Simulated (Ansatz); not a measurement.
System: hcp Gd. Method: rVV10 in Ansatz (PAW).

Run with plane-wave cutoff 520 eV, 18×18×10 k mesh (along the axes of the cell as run), Fermi–Dirac smearing 0.05 eV, spin-polarised with parallel moments, scalar-relativistic PAW data made under PBE.

Computed at the level's own relaxed cell.

**Question.** Predict the pressure derivative B′ of the bulk modulus, equilibrium lattice constant a, magnetic moment per atom (the cell's total over its atoms), bulk modulus B0 and volume per atom.

**Answer.** 
pressure derivative B′ of the bulk modulus: 3.0
equilibrium lattice constant a: 3.627 Å
magnetic moment per atom (the cell's total over its atoms): 7.61 μB
bulk modulus B0: 37.2 GPa
volume per atom: 33.02 Å³/atom

The run finds no gap.

Measured, for comparison: lattice constant a 3.634 Å (293 K, no zero-point or thermal correction, our sources range from 3.634 to 3.640; as tabulated in Wikipedia's data pages); bulk modulus 37.9 GPa (room temperature, no zero-point or thermal correction; as tabulated in Wikipedia's data pages); equilibrium volume per atom 33.05 Å³/atom (room temperature, no zero-point or thermal correction; as tabulated in Söderlind et al. (2014), doi:10.1088/0953-8984/26/41/416001). Computed (rounded) less measured: lattice constant a -0.2 % (-0.2 % to -0.4 % over the range), bulk modulus -2 %, equilibrium volume per atom -0.1 %.

Note: the 4f shell is treated without U or exact exchange, so its levels and filling can be wrong; the collinear magnetic order is the start's and need not be the measured one; the bulk modulus comes from volumes at which shape and atoms were relaxed.

Moments are spin moments.

Spin–orbit coupling is not included.

The computed numbers hold no vibrational or temperature effects.

Computing time: about 13 core-minutes (a rough figure).

Ansatz is a program for electronic structure.
